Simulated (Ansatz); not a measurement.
The parent structure is Ge in the diamond structure (space group Fd-3m, No. 227).

```cif
data_Ge2
_chemical_formula_sum 'Ge2'
_space_group_name_H-M_alt 'P 1'
_space_group_IT_number 1
_cell_length_a 4.07450
_cell_length_b 4.07450
_cell_length_c 4.07450
_cell_angle_alpha 60.000
_cell_angle_beta 60.000
_cell_angle_gamma 60.000
loop_
_space_group_symop_operation_xyz
  'x, y, z'
loop_
_atom_site_label
_atom_site_type_symbol
_atom_site_fract_x
_atom_site_fract_y
_atom_site_fract_z
_atom_site_occupancy
Ge1 Ge 0.50000 0.50000 0.50000 1
Ge2 Ge 0.75000 0.75000 0.75000 1
```

Method: PBE, PAW, 420 eV (Ansatz, an electronic-structure program; no spin-orbit coupling), earlier PAW set.

Before the change:

The pressure is 0.0 GPa. The band gap is zero.

Now apply this change: every lattice vector is shortened by 0.27 %, atoms relaxed at fixed cell.

Q: What does the calculation give for the pressure after the change?

A: The pressure goes from zero to 0.5 GPa.

Q: What does the calculation give for the energy relative to the base after the change?

A: The energy is nearly the same.

Q: What happens to the band gap?

A: The band gap is still zero.

The cells carry an imposed strain or load. No phonon test of stability was made. A zero or small gap of Ge can be the functional's error rather than a property of the material.
